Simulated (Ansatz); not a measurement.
Start from TiC in the rock salt structure (space group Fm-3m, No. 225; a = 4.261 Å; relaxed with 0.1 eV smearing).

Calculations: LDA (Ansatz, a quantum-chemistry and plane-wave program, PAW, no spin-orbit coupling).

For the base:

The pressure comes out as 0.0 GPa. The band gap is zero.

The change: an isotropic linear strain of +1.00 %, atoms relaxed at fixed cell.

### Question
How does this affect the pressure?

### Answer
The pressure goes from zero to -7.9 GPa.

### Question
Estimate the effect on the energy relative to the base.

### Answer
The energy increases by 7.4 meV/atom.

### Question
What happens to the band gap?

### Answer
The band gap stays zero.

Whether these cells are dynamically stable was not tested. The final runs are not spin-polarised.
